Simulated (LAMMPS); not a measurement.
MD from the crystal across the composition of ZrO2 (fluorite) with a share x of Zr sites Yb; each row has its own temperature.

Method: classical MD, Buckingham potential of Lewis and Catlow, J. Phys. C 18, 1149 (1985), first set, used with rigid ions (no shells), PPPM sums, short-range terms cut at 10 Å, modified for these runs by an r^-4 repulsive force inside the short-range force's maximum, run in LAMMPS.

| x | volume | state | enthalpy | self-diffusion coefficient of O (not corrected for cell size) | T (K) |
|---|---|---|---|---|---|
| 0.08 | 11.7303 ± 0.0005 Å³/atom | crystal in place, with slow hops of O within 100 ps | -35.7880 ± 0.0006 eV/atom | (9 ± 1) × 10^-7 cm²/s | 2000 |
| 0.16 | 11.975 ± 0.002 Å³/atom | superionic: O diffuses in a host lattice that stays in place | -35.134 ± 0.001 eV/atom | (1.3 ± 0.1) × 10^-6 cm²/s | 2000 |
| 0.3 | 12.271 ± 0.002 Å³/atom | crystal in place, with slow hops of O within 100 ps | -34.054 ± 0.001 eV/atom | - | 1500 |

Caution: the potential ionic pair potential lewis1985a is fitted to static crystal properties with a polarisable anion, which is rigid here.

Caution: the random arrangement on this lattice is imposed, and need not be a phase that exists in equilibrium.

Caution (row 0.16): enthalpy drifts during the constant-pressure average: a transition or slow ageing; fluctuation values are void.

Caution (row 0.16): a run this short can hold a crystal over, or a liquid under, the potential's own melting point, which these runs don't give.

States go by the mean squared displacement: a species diffuses where it passes 1.5 Å², still rises and gives D over 1e-6 cm²/s; a crystal has left its structure where atoms lie 0.35 Å off their sites on average or a cubic box changes its shape by 3 %, or the axial ratios of another lie 8 % off the starting cell's, which the potential's own relaxation can also do.

Errors of D are the spread over four groups of atoms in one short run; a floor of about 5 %, a picked value, is safer.

Errors shown are sampling errors alone.
